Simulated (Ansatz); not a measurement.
MgSc₂Se₄ (Fd-3m), PBEsol, rigid bands in Ansatz (a quantum-chemistry and plane-wave program): N_c = 8.17e18 cm⁻³ at 300 K and an electron conductivity mass of 0.491 mₑ.

**Question.** For 1e17 electrons per cm³ at 300 K, place the Fermi level, estimate the Seebeck coefficient of a parabolic band with constant τ, and give mobility and conductivity for τ = 20 fs.

**Answer.** The level lies k_BT ln(N_c/n) = 0.114 eV below the conduction-band minimum. S ≈ −(k_B/e)[ln(N_c/n) + 5/2] = -595 μV/K, against -588 μV/K from the full bands (mean over directions). μ = eτ/m = 71.6 cm²/(V·s) and σ = neμ = 1.15 S/cm. τ is assumed, not computed.

Band transport and this doping are assumed; polarons and phonon drag are left out. Spin-orbit coupling is left out.

Computed structure with no diffraction record at hand here (it may be known, metastable or hypothetical): MgSc2Se4 (Fd-3m).
